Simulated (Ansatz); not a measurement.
A constructed model of the (0001) surface of hcp Mg, a layer of Cu in place of the second plane (bottom of the slab: a bare face, its two planes held)

These are PBE (plane waves to 420 eV, PAW; Ansatz, a program for electronic structure) values and carry that method's errors.

Set-up: 6 atoms, 12.8 Å thick at the start; mesh 13x13x1; 0.1 eV smearing; dipole correction on; 2 atoms held, the rest relaxed; symmetry of the start imposed; no spin, no spin-orbit, no U. It is one candidate, not shown to be the stable structure of the face.

| Quantity | Result |
|---|---|
| work function of the top face | 3.73 eV |
| energy released by relaxation | 0.51 eV |
| cost | about 90 core-seconds (a rough figure) |
